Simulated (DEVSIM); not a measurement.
Structure: Schottky contact on n-type GaSb, at 300 K.

| layer (left to right) | material | thickness (μm) | Nd (cm⁻³) | τn (s) | τp (s) |
|---|---|---|---|---|---|
| 1 | GaSb | 1.80 | 2.3e16 | 4.2e-9 | 1.3e-8 |

Left contact: Schottky, work function 4.33 eV, emission velocity 3.2e6 cm/s. Right contact: ohmic. Voltage is applied to the left contact. Recombination: SRH at mid-gap, radiative, Auger. Mobility is μmin + (μ − μmin)/(1 + (N/Nref)^α).

This is a model device: material constants are rounded textbook-type values typed into the input, and sizes, dopings and lifetimes were drawn at random. Values at 300 K.

```tsv
parameter	GaSb
gap (eV)	0.726
affinity (eV)	4.06
permittivity	15.7
Nc (cm⁻³)	2.1e17
Nv (cm⁻³)	1.8e19
μn (cm²/Vs)	5000
μp (cm²/Vs)	850
μn,min	1000
μp,min	190
Nref,n	2.8e17
Nref,p	9e17
αn	1.05
αp	0.65
B (cm³/s)	1e-10
Cn (cm⁶/s)	5e-30
Cp (cm⁶/s)	5e-30
```

DEVSIM, 1D drift-diffusion, Boltzmann statistics, complete ionisation; no tunnelling, impact ionisation, image-force lowering or self-heating. Metal contacts follow the ideal Schottky-Mott rule: no Fermi-level pinning, no interface dipoles.

Task: Tabulate band edges, carrier densities and field at zero bias.

Result: Energies count from the Fermi level of the right contact; mesh points crowd at the junctions.

```csv
x (μm),Ec (eV),Ev (eV),n (cm⁻³),p (cm⁻³),field (V/cm)
0.000,0.270,-0.456,6.1e12,3.9e11,-31000
0.009231,0.242,-0.484,1.8e13,1.3e11,-29000
0.02191,0.207,-0.519,6.9e13,3.5e10,-26000
0.03934,0.167,-0.559,3.3e14,7.2e9,-21000
0.07441,0.108,-0.618,3.2e15,7.5e8,-12000
0.1115,0.076,-0.650,1.1e16,2.2e8,-5500
0.1624,0.061,-0.665,2.0e16,1.2e8,-1300
0.2536,0.057,-0.669,2.3e16,1.1e8,-75
0.3576,0.057,-0.669,2.3e16,1.0e8,≈ 0
0.5006,0.057,-0.669,2.3e16,1.0e8,≈ 0
0.6970,0.057,-0.669,2.3e16,1.0e8,≈ 0
1.036,0.057,-0.669,2.3e16,1.0e8,≈ 0
1.250,0.057,-0.669,2.3e16,1.0e8,≈ 0
1.407,0.057,-0.669,2.3e16,1.0e8,≈ 0
1.555,0.057,-0.669,2.3e16,1.0e8,≈ 0
1.628,0.057,-0.669,2.3e16,1.0e8,≈ 0
1.682,0.057,-0.669,2.3e16,1.0e8,≈ 0
1.721,0.057,-0.669,2.3e16,1.0e8,≈ 0
1.755,0.057,-0.669,2.3e16,1.0e8,≈ 0
1.774,0.057,-0.669,2.3e16,1.0e8,≈ 0
1.788,0.057,-0.669,2.3e16,1.0e8,≈ 0
1.800,0.057,-0.669,2.3e16,1.0e8,≈ 0
```
